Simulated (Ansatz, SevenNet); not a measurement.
**Enthalpy of formation of Ti₃Al (P6₃/mmc, No. 194) at several levels of theory**

No measured value is used here.

```json
[
 {"level (code)": "SevenNet-0 (SevenNet)", "value (eV/atom)": "-0.328"},
 {"level (code)": "SevenNet-l3i5 (SevenNet)", "value (eV/atom)": "-0.325"},
 {"level (code)": "LDA (Ansatz)", "value (eV/atom)": "-0.293"},
 {"level (code)": "PBE (Ansatz)", "value (eV/atom)": "-0.279"},
 {"level (code)": "PBEsol (Ansatz)", "value (eV/atom)": "-0.284"}
]
```

Each level is taken at its own relaxed cell. Ansatz's density-functional and Hartree–Fock values are scalar-relativistic unless marked +SOC, with PAW data made under PBE.

Machine-learned potentials (SevenNet-0, SevenNet-l3i5) are trained on DFT data, which may include these solids.

Ansatz is a quantum-chemistry and plane-wave program.
